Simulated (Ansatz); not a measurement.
The starting structures come from a database of crystals and need not be the phases stable at ambient conditions.

```yaml
crystal:
  lattice:
    - [3.84020, 0.00000, 0.00000]
    - [0.00000, 13.99647, 0.00000]
    - [0.00000, 0.00000, 8.58682]
  atoms:
    - { symbol: Sr, position: [0.75000, 0.82066, 0.06632] }
    - { symbol: Sr, position: [0.25000, 0.17934, 0.93368] }
    - { symbol: Sr, position: [0.25000, 0.32066, 0.43368] }
    - { symbol: Sr, position: [0.75000, 0.67934, 0.56632] }
    - { symbol: Zr, position: [0.25000, 0.94295, 0.67230] }
    - { symbol: Zr, position: [0.75000, 0.05705, 0.32770] }
    - { symbol: Zr, position: [0.75000, 0.44295, 0.82770] }
    - { symbol: Zr, position: [0.25000, 0.55705, 0.17230] }
    - { symbol: S, position: [0.25000, 0.51372, 0.66365] }
    - { symbol: S, position: [0.75000, 0.48628, 0.33635] }
    - { symbol: S, position: [0.75000, 0.01372, 0.83635] }
    - { symbol: S, position: [0.25000, 0.98628, 0.16365] }
    - { symbol: S, position: [0.75000, 0.21573, 0.20665] }
    - { symbol: S, position: [0.25000, 0.78427, 0.79335] }
    - { symbol: S, position: [0.25000, 0.71573, 0.29335] }
    - { symbol: S, position: [0.75000, 0.28427, 0.70665] }
    - { symbol: S, position: [0.75000, 0.89419, 0.48475] }
    - { symbol: S, position: [0.25000, 0.10581, 0.51525] }
    - { symbol: S, position: [0.25000, 0.39419, 0.01525] }
    - { symbol: S, position: [0.75000, 0.60581, 0.98475] }
```

Space group of this cell: Pnma. The cell is taken as given; by PBEsol its mean pressure is -2.7 GPa.

Transport runs along the normal of the first two printed cell vectors.

The gap is the functional's own, uncorrected, and κ follows it; spin-orbit coupling is left out. Mid-gap values are interpolated between the computed energies.

Task: State the band gap and the smallest decay constant κ at mid-gap according to PBEsol run with Ansatz (a program for electronic structure).

Result: Gap 0.50 eV on a 8×4×4 mesh; κ = 0.141 1/Å, at the zone centre.
